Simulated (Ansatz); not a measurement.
## Hypothetical rutile HgBr2, element substitutions

Consider HgBr2 in the rutile structure (space group P4_2/mnm, No. 136; a = 7.008 Å, c = 4.003 Å; a hypothetical phase, not in the database extracts checked).

Each row replaces one element on all its sites; cell and atoms are relaxed.

Calculations: r2SCAN (Ansatz, a program for electronic structure; PAW; 500 eV plane waves; no SOC).

```json
[
 {"change": "base", "shortest interatomic distance": "2.735 Å", "band gap": "1.23 eV"},
 {"change": "Hg → Cd", "shortest interatomic distance": "2.747 Å", "band gap": "2.11 eV"},
 {"change": "Hg → Zn", "shortest interatomic distance": "2.533 Å", "band gap": "2.55 eV"},
 {"change": "Br → Se", "shortest interatomic distance": "2.541 Å", "band gap": "zero"}
]
```

Spin-orbit coupling, missing from the scalar runs, can matter with Hg. Stability against distortions was not tested. As relaxed here, CdBr2, ZnBr2 and HgSe2 are hypothetical phases, not in the database extracts checked. All final runs are without spin polarisation. A zero or small gap of HgSe2 can be the functional's error rather than a property of the material.
